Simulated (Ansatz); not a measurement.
Take Si in the diamond structure (space group Fd-3m, No. 227; a = 5.444 Å) as the base.

Structures relaxed with r2SCAN/PAW in Ansatz (a quantum-chemistry and plane-wave program), no SOC.

Base:

Simulated powder pattern, Cu Kα, λ = 1.54184 Å (kinematic, ideal powder, no thermal factors, no anomalous dispersion; the 8 strongest lines at most, above 2 %, up to 2θ = 90°):

```
2θ (°)  I/Imax (%)    hkl
------  ----------  -----
28.40          100  (111)
47.22           67  (220)
56.02           40  (311)
69.00           11  (400)
76.23           16  (331)
87.85           23  (422)
```

One thing is altered: a hydrostatic pressure of 45 GPa.

**Question.** Where do the lines fall after the change?

**Answer.** 
Simulated powder pattern, Cu Kα, λ = 1.54184 Å (kinematic, ideal powder, no thermal factors, no anomalous dispersion; the 8 strongest lines at most, above 2 %, up to 2θ = 90°):

| 2θ (°) | I/Imax (%) | hkl |
|---|---|---|
| 31.13 | 100 | (111) |
| 51.97 | 65 | (220) |
| 61.83 | 39 | (311) |
| 76.58 | 10 | (400) |
| 84.94 | 16 | (331) |

The indices refer to the base's conventional cell; one index is shown for lines that coincide.

Load acts through the strain it causes; cell and atoms are relaxed under it. Stability against distortions was not tested. Measured, Si leaves this structure (for the β-tin structure) near 12 GPa (room temperature; as listed in arXiv:1906.07825).
